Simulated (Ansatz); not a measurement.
Consider the following.

```
CELL_PARAMETERS angstrom
      2.14248     1.23696     7.92635
     -2.14248     1.23696     7.92635
      0.00000    -2.47393     7.92635
ATOMIC_POSITIONS crystal
  Cs 0.00000 0.00000 0.00000
  La 0.50000 0.50000 0.50000
  S  0.22948 0.22948 0.22948
  S  0.77052 0.77052 0.77052
```

The numbers are results of PBEsol, rigid bands (plane waves, PAW, scalar-relativistic; Ansatz, a program for electronic structure), not measurements. Geometry: cell and atoms relaxed with PBEsol.

Q: Predict the hole conductivity mass (n e² τ/σ) at 300 K, by direction if it differs.

A: 1.30 (x), 1.30 (y), 1.78 (z) mₑ.

Q: Predict the electron conductivity mass (n e² τ/σ) at 300 K, by direction if it differs.

A: 0.58 (x), 0.58 (y), 0.61 (z) mₑ.

Q: And the band gap?

A: 2.36 eV at this level; semilocal functionals usually fall short of the measured gap.

Rigid bands, one relaxation time for all states, no polarons. Spin-orbit coupling is left out; where it splits the top of the valence band it changes the hole mass and lowers the gap by about a third of the splitting.

Computed structure, not matched to a measured one here, so possibly hypothetical: CsLaS2 (R-3m).
